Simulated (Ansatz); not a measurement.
In on the Cu site in fcc Cu (start: the Cu site; 32-site cell, 6×6×6 shifted sampling), host crystal and elements as references (Δμ(Cu) = 0.00 eV, Δμ(In) = 0.00 eV; In taken from its element, since no compound that bounds it was computed at this level; only phases computed here count, gases as isolated molecules at 0 K). Method: PBE, PAW (plane waves to 420 eV; Ansatz, an electronic-structure program). In charge state 0 (not spin-polarised) the formation energy is 0.46 eV. The crystal has 8.36 × 10^22 Cu sites per cm³.

Q: Estimate the equilibrium concentration at 900 K in the dilute limit, leaving out vibrational entropy and degeneracy.

A: kT = 0.0776 eV; c = N exp(−E_f / kT) = 8.36 × 10^22 × exp(−5.9) ≈ 2 × 10^20 cm^-3. An error of 0.2 eV in E_f moves this by a factor of 13.
